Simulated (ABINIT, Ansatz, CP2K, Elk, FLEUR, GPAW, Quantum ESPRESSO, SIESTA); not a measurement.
## Code comparison for In2Sb (P6_3/mmc, 6 atoms in the cell)

Self-consistent single point, at a second geometry (lattice scaled by 0.98). First geometry:

```
CELL_PARAMETERS angstrom
      5.37990     0.00000     0.00000
     -2.68995     4.65913     0.00000
      0.00000     0.00000     6.72255
ATOMIC_POSITIONS crystal
  In 0.66667 0.33333 0.25000
  In 0.33333 0.66667 0.75000
  In 0.00000 0.00000 0.50000
  In 0.00000 0.00000 0.00000
  Sb 0.66667 0.33333 0.75000
  Sb 0.33333 0.66667 0.25000
```

Shared settings, as Ansatz (a program for electronic structure) writes them: kpoints.mp_grid.grid = 5 5 4; scf.occupations.method = fermi_dirac; scf.occupations.width = 0.136 eV. Potentials and cutoffs stand in the table.

```csv
code,model,ΔF from the first geometry (meV/atom),pressure (GPa),cutoff
Quantum ESPRESSO,"LDA (PZ), GBRV 1.5 ultrasoft (LDA) pseudopotentials",-30.0,-2.44,40 Ry
SIESTA,"LDA PW92, numerical atomic orbitals DZP, PseudoDojo LDA standard norm-conserving potentials (rewritten from UPF to PSML)",-29.5,-1.47,grid 300 Ry
Ansatz,"LDA (PW92), PAW files made with PBE",-30.2,-1.71,default
CP2K,"LDA (Pade form), GPW, DZVP-MOLOPT-SR-GTH basis, GTH-PADE potentials (GTH_POTENTIALS)",-24.4,-1.08,grid 500 Ry
ABINIT,"LDA (PW92), PAW (JTH v2.0 LDA PAW)",-29.6,-2.29,20 Ha
GPAW,"LDA (Perdew-Wang 92), GPAW PAW datasets LDA (gpaw-data 1.0.1)",-32.7,-1.99,600 eV
Elk,"LDA (PW92), all-electron FP-LAPW, Elk's shipped species files, default APW+lo basis",-32.0,–,default
FLEUR,"LDA (Perdew-Zunger), all-electron FLAPW (FLEUR), scalar-relativistic valence",-30.1,–,Kmax 3.8 1/bohr
```

For Quantum ESPRESSO (by 0.7 GPa) and ABINIT (by 0.6 GPa) the energy change implies a higher mean pressure, against the two pressures, than for the other programs: a sign of finite-basis (Pulay) stress.

A dash marks a value that a program does not give, or that is left out as unsure.

No clean gap comes from Quantum ESPRESSO, SIESTA, Ansatz, CP2K, ABINIT, GPAW and Elk: levels at the Fermi energy touch, overlap or are partly filled at this smearing.

On Ansatz's run: spin-orbit coupling is off.

The spread over the programs that give each value: ΔF from the first geometry within 8.3 meV/atom; pressure within 1.36 GPa.

SIESTA and CP2K use small atom-centred bases, whose incompleteness enters pressures, forces and empty levels differently from a plane-wave cutoff. Elk and FLEUR treat all electrons, but the usual bases taken here (sphere radii, linearisation, local orbitals, empty states) were not tested for convergence, so the values are no reference for the others. Ansatz's pressure is given at a fixed set of plane waves, as the other plane-wave codes print theirs. The same LDA comes in different parametrisations, which differ slightly. In the pressure, CP2K (by 1.06) lies more than 1 GPa from the median of the plane-wave programs.

The starting cell comes from a database of computed structures (which also holds hypothetical and non-ambient phases and stackings), without a prior relaxation at this level. For this run, on top of that: lattice scaled by 0.98.

Keys are those of Ansatz 0.2.
